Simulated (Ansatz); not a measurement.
The starting structures come from a database of crystals and need not be the phases stable at ambient conditions.

 Where the default PAW files enter, the runs use the earlier of Ansatz's two default sets.

By PBEsol, the system below comes out a metal.

A figure of merit of an interconnect metal is its ballistic conductance per area.

```xyz
16
Lattice="6.6348 0.0000 0.0000 0.0000 6.6348 0.0000 3.3174 -3.3174 6.0084" Properties=species:S:1:pos:R:3 pbc="T T T"
Ta     8.8852    -1.0670     4.1607
Ta     1.0670     4.3844     1.8477
Ta     7.7019     2.2504     4.1607
Ta     2.2504     1.0670     1.8477
Ta     4.3844     1.0670     4.1607
Ta     5.5678     2.2504     1.8477
Ta     5.5678    -2.2504     4.1607
Ta     4.3844     5.5678     1.8477
Ta     3.3174     3.3174     0.0000
Ta     0.0000     0.0000     0.0000
Ge     5.7330     4.2192     0.0000
Ge     0.9018     2.4156     0.0000
Ge     2.4156     5.7330     0.0000
Ge     4.2192     0.9018     0.0000
Ge     3.3174     3.3174     3.0042
Ge     6.6348     0.0000     3.0042
```

Space group of this cell: I4/mcm. The cell is taken as given; by PBEsol its mean pressure is -3.2 GPa.

The current flows along the normal of the first two printed cell vectors, the (001) plane of the conventional cell. No spin-orbit coupling; the value is a mean over 0.1 eV about the Fermi level.

Q: State the ballistic conductance per area according to PBEsol (Ansatz, a quantum-chemistry and plane-wave program).

A: 0.45 × 10¹⁵ S/m² for both spins.
